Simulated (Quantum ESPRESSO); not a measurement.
A working Quantum ESPRESSO input for Cu₉Se₅ (P1, 14 atoms in the cell) (DFT, PBEsol, plane waves, PSlibrary PAW (PBE) pseudopotentials):

```fortran
&control
 calculation = 'scf'
 prefix = 'cu9se5'
 outdir = './out'
 pseudo_dir = './'
 verbosity = 'high'
 tprnfor = .true.
 tstress = .true.
/
&system
 ibrav = 0
 nat = 14
 ntyp = 2
 ecutwfc = 50
 ecutrho = 300
 occupations = 'smearing'
 smearing = 'fd'
 degauss = 0.0036749
 input_dft = 'pbesol'
/
&electrons
 conv_thr = 1.0d-10
/
ATOMIC_SPECIES
Cu    63.5460  Cu.pbe-dn-kjpaw_psl.1.0.0.UPF
Se    78.9710  Se.pbe-n-kjpaw_psl.1.0.0.UPF
ATOMIC_POSITIONS crystal
Cu    0.470260000    0.893510000    0.694260000
Cu    0.853390000    0.710920000    0.108940000
Cu    0.263900000    0.503290000    0.481910000
Cu    0.066900000    0.795130000    0.729550000
Cu    0.385330000    0.792610000    0.075180000
Cu    0.637580000    0.300980000    0.901090000
Cu    0.048890000    0.097280000    0.311970000
Cu    0.864780000    0.401720000    0.531940000
Cu    0.592470000    0.190500000    0.271700000
Se    0.995000000    0.006010000    0.990820000
Se    0.409730000    0.803180000    0.400350000
Se    0.789760000    0.596340000    0.807300000
Se    0.190460000    0.402250000    0.188510000
Se    0.581640000    0.200920000    0.609790000
K_POINTS automatic
4 3 3  0 0 0
CELL_PARAMETERS angstrom
   5.805760000     0.000000000     0.000000000
   2.886055000     6.504537000     0.000000000
   2.899195000     0.158087000     6.512657000
```

The run converged in 18 iterations: free energy E − TS -38421.5329 eV; Fermi level (on the code's own zero) 8.19 eV; pressure -3.27 GPa; largest force (vector length) 0.125 eV/Å. Each of these slips is then made, one at a time:

(1)
```diff
-Se    78.9710  Se.pbe-n-kjpaw_psl.1.0.0.UPF
+Se    78.9710  sE.PBE-N-KJPAW_PSL.1.0.0.upf
```

(2)
```diff
+ electron_maxstep = 5
```

(3)
```diff
- degauss = 0.0036749
+ degauss = 0.2
```

Task: How does each altered input end?

Result: 
(1) A potential or basis that cannot be found. The program stopped before any SCF iteration.
```
Error in routine readpp (1):
file ./sE.PBE-N-KJPAW_PSL.1.0.0.upf not found
```

(2) An iteration limit that is too low. The run ended unconverged after 5 iterations.

(3) A smearing width that is far too large. The run converged in 25 iterations without an error; against the sound input the free energy drops by 5.59 eV/atom, the pressure goes from -3.27 to 27.69 GPa and the largest force goes from 0.125 to 2.226 eV/Å.

The starting cell comes from a database of computed structures (which also holds hypothetical and non-ambient phases and stackings), without a prior relaxation at this level. Spin polarisation is off; with an odd number of electrons in the cell that forces a metal, and a magnetic state may lie lower. In the base run, with a pressure of about -3 GPa the cell is away from its equilibrium volume at this level.

Left out of this page: 4 runs of the series outside the window shown, repeating another row's setting, or not comparable.
